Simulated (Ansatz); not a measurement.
Output of an Ansatz run (abridged):

```
WARN ansatz: RAYON_NUM_THREADS=1 ignored (pool sized by the plan → 1); use --threads N
Pseudopotentials: kind: paw
Pseudopotential: La, paw, valence charge 11
Pseudopotential: Ge, paw, valence charge 14
Pseudopotential: Pd, paw, valence charge 18
Crystal: 5 atoms, lattice volume = 96.470 Å³
Basis set: ecut = 420.4159175005146 eV, 1921 PW (Γ)
Bands: 45, of which v1, the nominal top of the filled ones, is band 38 counted from 1 (37 counted from 0)
Symmetry: 8 space group operations
Space group: I4mm (ITA 107), of the structure as read, at distance tolerance 4.6e-5 Å
k-points: 75 of 729 (time reversal used)
PAW frozen core: La, regenerated for the run's functional, and the local potential with it
PAW frozen core: Ge, regenerated for the run's functional, and the local potential with it
PAW frozen core: Pd, regenerated for the run's functional, and the local potential with it
Initial density: superposition of atomic densities (neutral atoms: chi_scale 0, normalization atom), corrected by the library's trained network
Initial wavefunctions: pseudopotential atomic-orbital guess
Eigensolver: davidson
Functional: x = slater, c = lda
SCF iter   1: F=—  HF=-28201.186375 eV  |F-HF|=—  |Δ(HF+E_count)|=         —  Δρ=7.35e-3  dr2=4.17e-2  ethr=1.77e-3  ⟨swp⟩=5.9  Hψ=11545  notcnv=0
all-band conjugate gradients solve this SCF's bands
preconditioner: auto → Kerker (q_TF=auto, 2.616 Å⁻¹)
SCF iter   2: F=—  HF=-28201.178014 eV  |F-HF|=—  |Δ(HF+E_count)|=   8.36e-3  Δρ=2.91e-3  dr2=6.93e-3  ethr=5.56e-5  ⟨swp⟩=2.1  Hψ=7337  notcnv=0
SCF iter   3: F=—  HF=-28201.177057 eV  |F-HF|=—  |Δ(HF+E_count)|=   9.56e-4  Δρ=1.63e-3  dr2=2.07e-3  ethr=9.24e-6  ⟨swp⟩=2.1  Hψ=4107  notcnv=0
SCF iter   4: F=—  HF=-28201.176513 eV  |F-HF|=—  |Δ(HF+E_count)|=   5.44e-4  Δρ=1.97e-4  dr2=9.67e-5  ethr=2.76e-6  ⟨swp⟩=2.0  Hψ=4607  notcnv=0
SCF iter   5: F=—  HF=-28201.176482 eV  |F-HF|=—  |Δ(HF+E_count)|=   3.14e-5  Δρ=7.53e-5  dr2=5.08e-6  ethr=1.29e-7  ⟨swp⟩=2.0  Hψ=6032  notcnv=0
SCF iter   6: F=—  HF=-28201.176479 eV  |F-HF|=—  |Δ(HF+E_count)|=   3.15e-6  Δρ=2.57e-5  dr2=6.30e-7  ethr=6.77e-9  ⟨swp⟩=2.1  Hψ=5783  notcnv=0
SCF iter   7: F=-28201.176478 eV  HF=-28201.176478 eV  |F-HF|=3.29e-8  |Δ(HF+E_count)|=   1.73e-7  Δρ=6.40e-6  dr2=5.60e-8  ethr=1.33e-10  ⟨swp⟩=6.9  Hψ=15587  notcnv=0
SCF 1 converged in 7 iterations: F = -28201.176478 eV  dr2 = 5.60e-8
SCF converged after 7 iterations
Free energy (F): -28201.176478 eV
Harris-Foulkes:  -28201.176478 eV  (|F-HF|=3.29e-8)
Internal energy: -28201.087076 eV  (E = F + TS)
E sigma→0 (E₀):  -28201.131777 eV
Entropy (-TS):   -0.089402 eV (-17.880 meV/atom)
Fermi energy:    14.424310 eV
--- Per-component energies (eV) ---
  E_band       = -623.187746
  E_kinetic    = 1446.451642
  E_local      = -9869.823204  (includes V_loc(G=0)·N_el)
  E_nonlocal   = 1387.857064
  E_hartree    = 4241.880413
  E_xc         = -626.739428
  E_vxc        = -703.822960  (∫ρ·V_xc dr)
  E_paw        = -16373.657061  (= ΣΔE_a)
  E_vpaw       = -1367.608616  (= ΣTr[D̂ρ^β])
  E_aug_tail   = 0.000759  (compensation charges beyond the density's cutoff)
  E_ewald      = -8412.558096
  E_core_change = 5.500836  (= ΣΔE_core)
  E_smearing   = -0.089402  (= −TS)
  E_closure    = -0.000000  (closes the sum)
  Σ components = -28201.176478   (vs F -28201.176478, Δ=0.00e0)
--- Forces (eV/Å), atoms counted from 1 ---
  atom   1  La     0.00000000     0.00000000    -0.22749858
  atom   2  Ge     0.00000000    -0.00000000     0.29322671
  atom   3  Ge    -0.00000000     0.00000000    -0.21179090
  atom   4  Pd    -0.00000000    -0.00000000     0.07307724
  atom   5  Pd     0.00000000    -0.00000000     0.07307724
  max |Σ_I F_I| component: 9.17e-5 eV/Å
--- Stress (GPa, compression-positive) ---
       -5.361096       0.000000      -0.000000
        0.000000      -5.361096       0.000000
       -0.000000       0.000000      -4.528864
  P = ⅓ Tr σ = -5.0837 GPa (-50.837 kbar)
  The stress holds the Pulay correction. Without it, at fixed plane waves, as pw.x and ABINIT print it: P = -5.1095 GPa
--- Band table (eV; the first three rows and the last of 75) ---
  k-point 0: bands = ["-70.0649", "-70.0577", "-35.8872", "-35.8872", "-35.8792", "-35.8679", "-35.8306", "-35.8306", "-18.0577", "-10.0211", "-9.9437", "-9.9437", "-9.8775", "-9.8667", "-9.8666", "-9.8666", "-9.8654", "-9.8497", "-9.8222", [...]
  k-point 1: bands = ["-70.0644", "-70.0581", "-35.8880", "-35.8801", "-35.8785", "-35.8685", "-35.8379", "-35.8300", "-18.0549", "-10.0212", "-9.9442", "-9.9441", "-9.8773", "-9.8673", "-9.8668", "-9.8665", "-9.8648", "-9.8500", "-9.8220", [...]
  k-point 2: bands = ["-70.0634", "-70.0592", "-35.8900", "-35.8767", "-35.8701", "-35.8621", "-35.8563", "-35.8283", "-18.0480", "-10.0213", "-9.9459", "-9.9450", "-9.8767", "-9.8688", "-9.8669", "-9.8662", "-9.8637", "-9.8508", "-9.8214", [...]
  k-point 74: bands = ["-70.0646", "-70.0579", "-35.8856", "-35.8855", "-35.8789", "-35.8682", "-35.8324", "-35.8323", "-18.0544", "-10.0217", "-9.9457", "-9.9453", "-9.8795", "-9.8652", "-9.8649", "-9.8634", "-9.8632", "-9.8531", "-9.8208", [...]
```

The structure:

```
CELL_PARAMETERS angstrom
     -2.18820     2.18820     5.03688
      2.18820    -2.18820     5.03688
      2.18820     2.18820    -5.03688
ATOMIC_POSITIONS crystal
  La 0.00496 0.00496 0.00000
  Ge 0.62413 0.62413 0.00000
  Ge 0.37587 0.37587 0.00000
  Pd 0.25000 0.75000 0.50000
  Pd 0.75000 0.25000 0.50000
```

**Question.** Write an input that gives this output.

**Answer.** Other spellings and defaults could give the same log, and not every line can be read from it. The input that was run (DFT, LDA (PW92), plane waves, default PAW files made with PBE):

Ansatz 0.2 input:
```yaml
# La(GePd)2
crystal:
  lattice:
    - [-2.18819600, 2.18819600, 5.03688400]
    - [2.18819600, -2.18819600, 5.03688400]
    - [2.18819600, 2.18819600, -5.03688400]
  atoms:
    - { symbol: La, position: [0.00496300, 0.00496300, 0.00000000] }
    - { symbol: Ge, position: [0.62413000, 0.62413000, 0.00000000] }
    - { symbol: Ge, position: [0.37587000, 0.37587000, 0.00000000] }
    - { symbol: Pd, position: [0.25000000, 0.75000000, 0.50000000] }
    - { symbol: Pd, position: [0.75000000, 0.25000000, 0.50000000] }
basis:
  ecutwfc: 30.9 Ry
kpoints:
  mp_grid:
    grid: [9, 9, 9]
hamiltonian:
  xc: lda
  pseudopotentials:
    kind: paw
scf:
  occupations:
    method: fermi_dirac
    width: 0.0073 Ry
output:
  forces: true
  eigenvalues: true
  stress: true
```

The starting cell comes from a database of computed structures (which also holds hypothetical and non-ambient phases and stackings), without a prior relaxation at this level. Its lattice was rescaled by up to half a per cent. One atom was moved a little off its site on purpose. Spin polarisation is off. With a pressure of about -5 GPa the cell is away from its equilibrium volume at this level. Ansatz's pressure includes its estimate of the finite-basis (Pulay) stress.

Ansatz is an electronic-structure program.
